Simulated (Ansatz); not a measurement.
The parent structure is TiSi₂ (space group Cmcm, No. 63; a = 3.546 Å, b = 13.563 Å, c = 3.580 Å). Axes: x, y, z lie along a, b, c of the conventional cell.

Level of theory: PBE (Ansatz, an electronic-structure program), scalar-relativistic without spin-orbit coupling.

Before the change:

| Property | Value |
|---|---|
| Pressure | 0.0 GPa |
| Volume per atom | 14.35 Å³ |
| Band gap | zero |

One thing is altered: tensile biaxial strain of 4.91 % in the plane normal to [001], as in epitaxy on a mismatched substrate; the out-of-plane cell vector and the atoms relax.

Task: Predict the new pressure.

Result: The pressure (mean of the normal stresses, compression positive) goes from zero to -6.6 GPa.

Task: Estimate the effect on the volume per atom.

Result: The volume per atom increases by 1.05 Å³ to 15.40 Å³.

Task: Predict the new band gap.

Result: The band gap stays zero.

Without a gap, meshes like the base's 14×14×13 leave anisotropic stresses uncertain by several tenths of a GPa, and small strain energies with them. Stability against distortions was not tested. The final runs are not spin-polarised.
